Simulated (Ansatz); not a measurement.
The starting structures come from a database of crystals and need not be the phases stable at ambient conditions.

# Evanescent states of K$_{3}$Cu$_{3}$P$_{2}$ (R-3m, not sure to be the ambient phase, 8 atoms a cell, 23.1 Å³ an atom) along the normal of (110)

Computed with PBEsol (plane waves, PAW; Ansatz, a program for electronic structure).

No gap correction and no spin-orbit coupling; mid-gap values are interpolated between computed energies.

Energies count from the valence-band top; κ is the least over a 6×4 mesh across the current.

```
E (eV)  κ (1/Å)  where
------  -------  -----
0.04      0.068  off Γ
0.12      0.109  off Γ
0.20      0.132  off Γ
0.28      0.146  off Γ
0.36      0.156  off Γ
0.44      0.162  off Γ
0.52      0.165  off Γ
0.60      0.166      Γ
0.68      0.158      Γ
0.76      0.148      Γ
0.84      0.137      Γ
0.92      0.124      Γ
1.00      0.107      Γ
1.08      0.087      Γ
1.16      0.057      Γ
```

How thick must the barrier be to attenuate the transmission by 10^8 when the electrodes' Fermi level lies at 0.04 eV, and what attenuation does that film give at 0.76 eV?

d = 8 ln 10 / (2 × 0.068) = 135.4 Å. At 0.76 eV it gives 8 × 0.148/0.068 = 17.4 decades.
